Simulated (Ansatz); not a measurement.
Partial pair distribution functions of a relaxed model of amorphous Al₂₈O₄₅Lu₂, broadened by 0.06 Å; density 3.63 g/cm³. Method: PBE, scalar-relativistic without spin-orbit coupling (plane waves to 420 eV, PAW; Ansatz, a quantum-chemistry and plane-wave program).

The cell was made by melting and quenching with the CHGNet potential and then relaxed with DFT. O atoms were pushed apart under 1.9 Å during the dynamics, to hinder bonds among them. The hot cell started wider than the set density and was brought back towards it in steps. It is the lowest in DFT energy of 2 quenches. It is a model cell: composition and starting density were chosen by hand, and all elements were melted together. No dispersion term was used. Its density started from a set value of 3.63 and ended at 3.63 g/cm³. Cooling (nominally 280 K/ps over its main leg) ran many orders faster than in experiment, which tends to leave more defects and strain. A cell of this size samples the disorder only roughly. The volume was held where the preparation left it and the shape relaxed, at a PBE pressure of 2.9 GPa. Stress components on the final sampling reach 3.0 GPa.

| r (Å) | g Al-O | g O-Lu | g Al-Al | g O-O |
|---|---|---|---|---|
| 1.50 | 0.00 | 0.00 | 0.00 | 0.00 |
| 1.60 | 0.22 | 0.00 | 0.00 | 0.00 |
| 1.70 | 4.07 | 0.00 | 0.00 | 0.00 |
| 1.80 | 8.99 | 0.00 | 0.00 | 0.00 |
| 1.90 | 4.43 | 0.01 | 0.00 | 0.00 |
| 2.00 | 1.52 | 0.57 | 0.00 | 0.00 |
| 2.10 | 0.41 | 4.18 | 0.00 | 0.00 |
| 2.20 | 0.11 | 6.92 | 0.00 | 0.00 |
| 2.30 | 0.07 | 2.35 | 0.00 | 0.11 |
| 2.40 | 0.05 | 0.99 | 0.00 | 0.69 |
| 2.50 | 0.12 | 0.62 | 0.01 | 1.18 |
| 2.60 | 0.12 | 0.71 | 0.22 | 1.63 |
| 2.70 | 0.11 | 0.62 | 0.86 | 2.76 |
| 2.80 | 0.26 | 0.36 | 1.77 | 3.15 |
| 2.90 | 0.40 | 0.08 | 2.37 | 3.07 |
| 3.00 | 0.40 | 0.50 | 2.47 | 1.88 |
| 3.10 | 0.72 | 0.28 | 2.90 | 1.45 |
| 3.20 | 0.90 | 0.61 | 2.88 | 1.36 |
| 3.30 | 0.82 | 0.69 | 1.82 | 0.92 |
| 3.40 | 0.95 | 0.07 | 1.64 | 0.63 |
| 3.50 | 1.07 | 0.31 | 1.23 | 0.56 |
| 3.60 | 1.09 | 1.19 | 0.63 | 0.52 |
| 3.70 | 1.47 | 1.49 | 0.57 | 0.63 |
| 3.80 | 1.47 | 0.73 | 0.73 | 0.52 |
| 3.90 | 1.27 | 0.90 | 0.52 | 0.53 |
| 4.00 | 1.18 | 1.01 | 0.57 | 0.47 |
| 4.10 | 1.37 | 0.66 | 0.62 | 0.43 |
| 4.20 | 1.50 | 0.89 | 0.60 | 0.53 |
| 4.30 | 1.43 | 0.48 | 0.76 | 0.75 |
| 4.40 | 1.27 | 1.26 | 1.00 | 0.75 |
| 4.50 | 1.31 | 0.72 | 0.83 | 0.80 |
| 4.60 | 1.31 | 0.82 | 0.68 | 1.00 |

Within 2.24 Å each Al has 4.46 O neighbours on average.
